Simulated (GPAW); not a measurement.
Worked example: self-consistent single point of CdGeAs2 (I-42d, 8 atoms in the cell) in GPAW

Level of theory: PBE, GPAW PAW datasets PBE (gpaw-data 1.0.1) (plane waves; GPAW).

The input file:

```python
from ase import Atoms
from ase.units import GPa
from gpaw import GPAW

atoms = Atoms(['Cd', 'Cd', 'Ge', 'Ge', 'As', 'As', 'As', 'As'],
              cell=[[-2.958986, 2.958986, 5.607652],
                    [2.958986, -2.958986, 5.607652],
                    [2.958986, 2.958986, -5.607652]],
              scaled_positions=[[0.250000, 0.750000, 0.500000],
                                [0.500000, 0.500000, 0.000000],
                                [0.000000, 0.000000, 0.000000],
                                [0.750000, 0.250000, 0.500000],
                                [0.875000, 0.346220, 0.971220],
                                [0.653780, 0.625000, 0.528780],
                                [0.375000, 0.903780, 0.028780],
                                [0.096220, 0.125000, 0.471220]],
              pbc=True)

calc = GPAW(mode={'name': 'pw', 'ecut': 600},
            xc='PBE',
            kpts=(5, 5, 5),
            occupations={'name': 'marzari-vanderbilt', 'width': 0.1},
            nbands=-16,
            convergence={'forces': 0.001},
            symmetry={'symmorphic': False, 'tolerance': 0.0005},
            maxiter=100,
            txt='-')

atoms.calc = calc

energy = atoms.get_potential_energy()
print('Energy (eV):', round(energy, 6))
forces = atoms.get_forces()
print('Forces (eV/Ang):')
print(forces.round(5))
stress = atoms.get_stress()
print('Stress (GPa, Voigt):', (stress / GPa).round(4))
```

The program printed (abridged):

```
Input parameters:
  convergence: {forces: 0.001}
  kpts: [5 5 5]
  maxiter: 100
  mode: {ecut: 600,
         name: pw}
  nbands: -16
  occupations: {name: marzari-vanderbilt,
                width: 0.1}
  symmetry: {symmorphic: False,
             tolerance: 0.0005}
  xc: PBE

species:
  Cd:
    name: Cadmium
    Z: 48.0
    valence: 12
    core: 36
    charge: 0.0
    file: Cd.PBE.gz

    # Using partial waves for Cd as LCAO basis

  Ge:
    name: Germanium
    Z: 32.0
    valence: 4
    core: 28
    charge: 0.0
    file: Ge.PBE.gz

    # Using partial waves for Ge as LCAO basis

  As:
    name: Arsenic
    Z: 33.0
    valence: 5
    core: 28
    charge: 0.0
    file: As.PBE.gz

    # Using partial waves for As as LCAO basis

Reference energy: -664553.406778  # eV

Spin-paired calculation

Convergence criteria:
 Maximum [total energy] change in last 3 cyles: 0.0005 eV / valence electron
 Maximum integral of absolute [dens]ity change: 0.0001 electrons / valence electron
 Maximum integral of absolute [eigenst]ate change: 4e-08 eV^2 / valence electron
 Maximum change in the atomic [forces] across last 2 cycles: 0.001 eV/Ang OR
Maximum error relative to the maximum force is below inf
 Maximum number of scf [iter]ations: 100

Symmetries present (total): 8
Symmetries with fractional translations: 4
125 k-points: 5 x 5 x 5 Monkhorst-Pack grid
18 k-points in the irreducible part of the Brillouin zone
       k-points in crystal coordinates                weights
   0:     0.00000000    0.00000000    0.00000000          1/125
   1:     0.20000000   -0.20000000    0.00000000          4/125
   2:     0.20000000   -0.20000000    0.20000000          4/125
   [... 7 lines left out ...]
          ...
  17:     0.40000000    0.40000000    0.40000000          8/125

Wave functions: Plane wave expansion
  Cutoff energy: 600.000 eV
  Number of coefficients (min, max): 6523, 6582
  Pulay-stress correction: 0.000000 eV/Ang^3 (de/decut=0.000000)

Occupation numbers: Marzari-Vanderbilt:
  width: 0.1000  # eV

Eigensolver

Densities:
  Coarse grid: 40*40*40 grid
  Fine grid: 80*80*80 grid
  Total Charge: 0.000000

Density mixing:
  Method: separate
  Backend: pulay
  Linear mixing parameter: 0.05
  old densities: 5
  Damping of long wavelength oscillations: 50

Hamiltonian:
  XC and Coulomb potentials evaluated on a 80*80*80 grid
  External potential:
    NoExternalPotential

XC parameters: PBE with 2 nearest neighbor stencil

Number of atoms: 8
Number of atomic orbitals: 42
Number of bands in calculation: 42
Number of valence electrons: 52
Bands to converge: occupied

Density initialized from atomic densities
  42 bands from LCAO basis set

Atomic positions and initial magnetic moments

Positions:
   0 Cd     2.958986    0.000000    2.803826    ( 0.0000,  0.0000,  0.0000)
   1 Cd     0.000000    0.000000    5.607652    ( 0.0000,  0.0000,  0.0000)
   2 Ge     0.000000    0.000000    0.000000    ( 0.0000,  0.0000,  0.0000)
   3 Ge    -0.000000    2.958986    2.803826    ( 0.0000,  0.0000,  0.0000)
   4 As     1.309174    4.438479    1.401913    ( 0.0000,  0.0000,  0.0000)
   5 As     1.479493    1.649812    4.205739    ( 0.0000,  0.0000,  0.0000)
   6 As     1.649812   -1.479493    7.009565    ( 0.0000,  0.0000,  0.0000)
   7 As     1.479493    1.309174   -1.401913    ( 0.0000,  0.0000,  0.0000)

Unit cell:
           periodic     x           y           z      points  spacing
  1. axis:    yes   -2.958986    2.958986    5.607652    40     0.1308
  2. axis:    yes    2.958986   -2.958986    5.607652    40     0.1308
  3. axis:    yes    2.958986    2.958986   -5.607652    40     0.1046

  Lengths:   6.996925   6.996925   6.996925
  Angles:  129.964619 129.964619  73.463333

Effective grid spacing dv^(1/3) = 0.1453

     iter     time        total  log10-change:
                         energy   eigst   dens  force
iter:   1 --:--:--   -30.949778
iter:   2 --:--:--   -30.799489   -2.30  -1.09
iter:   3 --:--:--   -30.412999   -1.27  -1.12
iter:   4 --:--:--   -30.308583   -3.43  -1.54
iter:   5 --:--:--   -30.299770   -1.94  -1.56
iter:   6 --:--:--   -30.212738   -2.93  -2.08
iter:   7 --:--:--   -30.205500   -3.56  -2.17
iter:   8 --:--:--   -30.205986c  -4.72  -2.67
iter:   9 --:--:--   -30.205656c  -3.95  -2.76
iter:  10 --:--:--   -30.205178c  -5.31  -3.17
iter:  11 --:--:--   -30.205076c  -5.45  -3.51
iter:  12 --:--:--   -30.205075c  -6.43  -3.64
iter:  13 --:--:--   -30.205078c  -6.57  -3.94
iter:  14 --:--:--   -30.205078c  -8.00c -4.03c
iter:  15 --:--:--   -30.205076c  -7.49c -4.12c -2.42
iter:  16 --:--:--   -30.205076c  -9.51c -4.19c -3.83c

Converged after 16 iterations.

Dipole moment: (1.830962, -1.830962, -0.000000) |e|*Ang

Energy contributions relative to reference atoms: (reference = -664553.406778)

Kinetic:        +90.443930
Potential:      -81.426165
External:        +0.000000
XC:             -39.402728
Entropy (-ST):   +0.002399
Local:           +0.177489
SIC:             +0.000000
--------------------------
Free energy:    -30.205076
Extrapolated:   -30.205076

Showing only first 2 kpts
 Kpt  Band  Eigenvalues  Occupancy
  0    24      5.01574    1.98725
  0    25      5.12316    0.58487
  0    26      5.23558    0.01921
  0    27      6.45274    0.00000

  1    24      4.38122    2.00000
  1    25      4.85903    2.02288
  1    26      6.57390    0.00000
  1    27      6.83434    0.00000

Fermi level: 5.10619

No gap
No difference between direct/indirect transitions
Energy (eV): -30.205076

Forces in eV/Ang:
  0 Cd    0.00000    0.00000    0.00000
  1 Cd    0.00000    0.00000    0.00000
  2 Ge    0.00000    0.00000    0.00000
  3 Ge    0.00000    0.00000    0.00000
  4 As    0.23393    0.00000   -0.00000
  5 As   -0.00000   -0.23393    0.00000
  6 As   -0.23393    0.00000    0.00000
  7 As    0.00000    0.23393    0.00000

Stress tensor:
    -0.026577     0.000000     0.000000
     0.000000    -0.026577    -0.000000
     0.000000    -0.000000    -0.025494
Stress (GPa, Voigt): [-4.2581 -4.2581 -4.0846 -0.      0.      0.    ]
```

The run converged in 16 iterations. GPAW prints stress with tension positive.

The starting cell comes from a database of computed structures (which also holds hypothetical and non-ambient phases and stackings), without a prior relaxation at this level. Its lattice was rescaled by a random factor within 2.5 % of one. With a pressure of about 4 GPa the cell is away from its equilibrium volume at this level. The run gives no clean gap (levels at the Fermi energy touch, overlap or are partly filled at this smearing), which alone does not show that the compound is a metal.

Cost on one core of a shared machine: roughly 70 s.
